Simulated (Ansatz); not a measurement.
```xyz
4
Lattice="3.1138 0.0000 0.0000 -1.5569 2.6966 0.0000 0.0000 0.0000 4.9837" Properties=species:S:1:pos:R:3 pbc="T T T"
Al     0.0000     1.7977    -0.0174
Al     1.5569     0.8989     2.4745
N      0.0000     1.7977     1.8863
N      1.5569     0.8989     4.3781
```

Calculation: HSE06, rigid bands (plane waves, PAW, scalar-relativistic; Ansatz, an electronic-structure program). Cell: cell and atoms relaxed with PBEsol.

Task: Predict the electron conductivity mass (n e² τ/σ) at 300 K, by direction if it differs.

Result: 0.31 (x), 0.31 (y), 0.30 (z) mₑ.

Task: Predict the hole conductivity mass (n e² τ/σ) at 300 K, by direction if it differs.

Result: 3.4 (x), 3.4 (y), 0.38 (z) mₑ.

Task: And the band gap?

Result: 5.54 eV at this level.

Rigid bands, one relaxation time for all states, no polarons. Spin-orbit coupling is left out; where it splits the top of the valence band it changes the hole mass and lowers the gap by about a third of the splitting. Geometry: cell and atoms relaxed with PBEsol.
